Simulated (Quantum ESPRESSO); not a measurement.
# A short convergence ladder for LuAu (Pm-3m, 2 atoms in the cell)

```
CELL_PARAMETERS angstrom
      3.51413     0.00000     0.00000
      0.00000     3.51413     0.00000
      0.00000     0.00000     3.51413
ATOMIC_POSITIONS crystal
  Lu 0.50000 0.50000 0.50000
  Au 0.00000 0.00000 0.00000
```

Base method: LDA (PZ), SSSP 1.1.2 efficiency (PBE) pseudopotentials (plane waves; Quantum ESPRESSO 7.5).

Base settings: ecutwfc = 60 Ry; ecutrho = 480 Ry; occupations = smearing; smearing = fd; degauss = 0.0073499 Ry; input_dft = pz; potentials = {Lu: Lu.GGA-PBE-paw-v1.0.UPF, Au: Au_ONCV_PBE-1.0.oncvpsp.upf}; K_POINTS = automatic 4 4 4 0 0 0; conv_thr = 1e-10 Ry.

**Zone-centre phonons against the cutoff**

In this ladder: ph.x.tr2_ph = 1e-14; ph.x.fildyn = dyn.G; dynmat.x.fildyn = dyn.G; dynmat.x.asr = simple. Moved along: ecutrho.

The mesh stays at the base's, so the ladder's end is converged at best in this setting alone.

Frequencies are those of the unrelaxed cell, without the LO-TO term of polar crystals.

Only quantities that move along the ladder and can be compared are tabulated.

```tsv
ecutwfc	highest zone-centre frequency (cm⁻¹)
30 Ry	74.3
42 Ry	72.8
60 Ry	72.2
72 Ry	72.2
```

Coarsest ecutwfc that holds the highest zone-centre frequency within 1 cm⁻¹ of the last step, with all finer ones: 42 Ry; the step before is off by 2.1 cm⁻¹.

On the base run: the starting cell comes from a database of computed structures (which also holds hypothetical and non-ambient phases and stackings), without a prior relaxation at this level. Its lattice was rescaled by up to half a per cent. In the base run, with a pressure of about -7 GPa the cell is away from its equilibrium volume at this level. Without a gap this mesh is coarse (it stands for a supercell whose shortest vector is 14 Å).
